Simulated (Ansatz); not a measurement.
## ZrS2: isotropic strain +5.97 %

Base system: ZrS₂ in the CdI2 type structure (space group P-3m1, No. 164; a = 3.674 Å, c = 5.860 Å; layered, stacked along the Cartesian z axis).

One thing is altered: an isotropic linear strain of +5.97 %; the atoms relax in the strained cell.

Level of theory: r2SCAN+rVV10 in Ansatz (plane waves to 500 eV, PAW, no spin-orbit coupling). Γ-centred 10×10×6 mesh, Fermi–Dirac width 0.05 eV.

```csv
quantity,base,changed,shift
space group,P-3m1 (No. 164),P-3m1 (No. 164),–
shortest interatomic distance,2.565 Å,2.619 Å,+0.054 Å
energy relative to the base (free energy F),0 meV/atom,+87 meV/atom,+87 meV/atom
"pressure (mean of the normal stresses, compression positive)",0.01 GPa,-5.55 GPa,-5.56 GPa
band gap,1.17 eV,1.66 eV,+0.49 eV
smallest direct gap,1.81 eV,1.79 eV,-0.014 eV
width of the top valence band,1.97 eV,1.58 eV,-0.398 eV
"valley order (the lowest conduction-band minima on the path, energy above the VBM, named in the base's zone)",–,"L (1/2, 0, 1/2) 1.66 eV; A (0, 0, 1/2) 1.69 eV; K (1/3, 1/3, 0) 2.02 eV",–
largest internal atomic displacement,–,0.185 Å,–
```

Cost of the whole job for the changed cell (relaxation, final SCF and bands): roughly 80 core-seconds.

No phonon test of stability was made.

Ansatz is a quantum-chemistry and plane-wave program.
